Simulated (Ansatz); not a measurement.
The reference is HfO2 (space group P2_1/c, No. 14).

```yaml
crystal:
  lattice:
    - [5.11406, 0.00000, 0.00000]
    - [0.00000, 5.18158, 0.00000]
    - [-0.87114, 0.00000, 5.22313]
  atoms:
    - { symbol: Hf, position: [0.27621, 0.04185, 0.20822] }
    - { symbol: Hf, position: [0.72379, 0.54185, 0.29178] }
    - { symbol: Hf, position: [0.72379, 0.95815, 0.79178] }
    - { symbol: Hf, position: [0.27621, 0.45815, 0.70822] }
    - { symbol: O, position: [0.07006, 0.33377, 0.34402] }
    - { symbol: O, position: [0.92994, 0.83377, 0.15598] }
    - { symbol: O, position: [0.92994, 0.66623, 0.65598] }
    - { symbol: O, position: [0.07006, 0.16623, 0.84402] }
    - { symbol: O, position: [0.44796, 0.75767, 0.47851] }
    - { symbol: O, position: [0.55204, 0.25767, 0.02149] }
    - { symbol: O, position: [0.55204, 0.24233, 0.52149] }
    - { symbol: O, position: [0.44796, 0.74233, 0.97851] }
```

Cartesian axes are those of the cell as printed.

Computed with r2SCAN, PAW, 500 eV (Ansatz, a program for electronic structure; no spin-orbit coupling).

Strains are applied to the cell and any free atomic positions relax.

One change was made to it. Results:

| quantity | base | after |
|---|---|---|
| smallest direct gap | 4.68 eV | 4.75 eV |
| largest internal atomic displacement | – | 0.035 Å |
| band gap | 4.59 eV | 4.67 eV |

Problem. Which of these changes matches the shifts?
A. uniaxial strain ε_yy = +2.53 %
B. strain tensor (xx, yy, zz, yz, xz, xy) = (+0.90, −0.18, −0.62, −0.21, +1.41, −0.01) %
C. isotropic strain −0.52 %
D. isotropic strain −2.89 %

Solution. B, strain tensor (xx, yy, zz, yz, xz, xy) = (+0.90, −0.18, −0.62, −0.21, +1.41, −0.01) %. For comparison, the band gap in the other runs: isotropic strain −2.89 % gives 4.97 eV; uniaxial strain ε_yy = +2.53 % gives 4.57 eV; isotropic strain −0.52 % gives 4.61 eV.

With Hf present, leaving out spin-orbit coupling can change the band edges. Whether these cells are dynamically stable was not tested.
